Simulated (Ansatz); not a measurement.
An Ansatz (a program for electronic structure) run: Nb with a change (tensor shear ε_xy = +1.71 %); LDA (Ansatz), scalar-relativistic without spin-orbit coupling.

Input:

Ansatz 0.2 input:
```yaml
crystal:
  lattice:
    - [-1.5964358662, 1.5964358662, 1.6242098547]
    - [1.5964358662, -1.5964358662, 1.6242098547]
    - [1.6519838432, 1.6519838432, -1.6242098547]
  atoms:
    - { symbol: Nb, position: [0, 0, 0] }
basis: { ecutwfc: 420, ecutrho_ratio: 4, xc_grid: 2, fft_grid_basis: typed }
kpoints: { mp_grid: { grid: [28, 28, 28] } }
hamiltonian:
  xc: lda
  dispersion: none
  pseudopotentials: { kind: paw }
scf: { occupations: { method: fermi_dirac, width: 0.1 }, convergence: { dr2_threshold: 0.0000000001 } }
relax: { f_tol: 0.005, max_steps: 50 }
output: { forces: true, stress: true }
checkpoint: { write: state.ck, write_every: 1000 }
```

Output (explanatory and most iteration lines left out):

```
Relaxation: its limit of steps is 50 (relax.max_steps)
Pseudopotential: Nb, paw, valence charge 13
Crystal: 1 atoms, lattice volume = 17.134 Å³
Basis set: ecut = 420 eV, 329 PW (Γ), exchange–correlation on 40×40×40 points (8 copies of the dense FFT grid, shifted against one another)
Bands: 11, of which v1, the nominal top of the filled ones, is band 7 counted from 1 (6 counted from 0)
Symmetry: 8 space group operations
Space group: Fmmm (ITA 69), of the structure as read, at distance tolerance 2.6e-5 Å
k-points: 3060 of 21952
Functional: x = slater, c = lda
SCF iter   1: F=—  HF=-4442.621121 eV  |F-HF|=—  |Δ(HF+E_count)|=         —  Δρ=6.57e-3  dr2=2.08e-3  ethr=1.77e-3  ⟨swp⟩=5.0  Hψ=197923  notcnv=0
SCF iter   2: F=—  HF=-4442.620707 eV  |F-HF|=—  |Δ(HF+E_count)|=   4.14e-4  Δρ=3.15e-3  dr2=4.02e-4  ethr=1.60e-5  ⟨swp⟩=1.7  Hψ=63199  notcnv=0
SCF 1 converged in 7 iterations: F = -4442.620634 eV  dr2 = 7.92e-11
relax step   1: F+E_penalty+E_count = -4442.62063369 eV  Δ(F+E_penalty+E_count) = +0.000e0 eV  max|allowed force component| = 0.000e0 eV/Å  Δτ_max = 0.0000 Å  (7 SCF iters, accepted)
SCF converged after 7 iterations
Free energy (F): -4442.620634 eV
Internal energy: -4442.575453 eV  (E = F + TS)
E sigma→0 (E₀):  -4442.598043 eV
Entropy (-TS):   -0.045181 eV (-45.181 meV/atom)
Fermi energy:    18.573897 eV
--- Forces (eV/Å), atoms counted from 1 ---
  atom   1  Nb     0.00000000     0.00000000     0.00000000
--- Stress (GPa, compression-positive) ---
        0.018163      -0.351326      -0.000000
       -0.351326       0.018163       0.000000
       -0.000000      -0.000000       0.195770
  P = ⅓ Tr σ = 0.0774 GPa (0.774 kbar)
--- Relaxed structure (1 steps of the walk, 1 accepted, 0 SCFs on fresh bases) ---
  atoms:
    - { symbol: Nb, position: [0.0, 0.0, 0.0] }
```

The cells carry an imposed strain or load. Stability against distortions was not tested. The final runs are not spin-polarised. The cell was made from Nb in the bcc (W type) structure (space group Im-3m, No. 229) by this change: tensor shear ε_xy = +1.71 %.
